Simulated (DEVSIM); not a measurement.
System: abrupt Si p-n junction, at 250 K.

Layer 1 from the left is Si, thickness (μm) 1.20, Na (cm⁻³) 2.3e18, τn (s) 6.9e-6, τp (s) 6.9e-6. Layer 2 from the left is Si, thickness (μm) 76.0, Nd (cm⁻³) 5.4e17, τn (s) 6.9e-6, τp (s) 6.9e-6.

Left contact: ohmic. Right contact: ohmic. Voltage is applied to the left contact. Recombination: SRH at mid-gap, Auger. Mobility is constant in doping.

The device is made up for the run: typed textbook-type constants, with dimensions and the other settings drawn at random. Values at 300 K; Nc and Nv go as T^1.5, mobilities as T to minus their exponent, the gap by Varshni's rule with the affinity fixed.

Si: gap (eV) 1.124, affinity (eV) 4.05, permittivity 11.7, Nc (cm⁻³) 2.86e19, Nv (cm⁻³) 3.1e19, μn (cm²/Vs) 1417, μp (cm²/Vs) 470, T exponent of μn 2.3, T exponent of μp 2.2, Cn (cm⁶/s) 2.8e-31, Cp (cm⁶/s) 9.9e-32, Varshni α (eV/K) 0.000473, Varshni β (K) 636.

Task: Estimate by hand the built-in potential, the peak field at zero bias, and compare with a numerical solution.

Result: 
- Built-in potential: ni = √(Nc Nv) exp(−Eg/2kT) = 8.01e7 cm⁻³ with Eg = 1.136 eV; Vbi = kT/q ln(Na Nd/ni²) = 1.006 V; numerical 1.006 V.
- Peak field at zero bias: depletion approximation: W = √(2εVbi/(qN)) = 0.0546 μm with N = 4.37e17 cm⁻³; field = 2Vbi/W = 369000 V/cm; numerical 361000 V/cm (estimate above by 2.2 %).

Model (solved in DEVSIM): 1D drift-diffusion, Boltzmann statistics, complete ionisation; no tunnelling, impact ionisation, image-force lowering or self-heating.
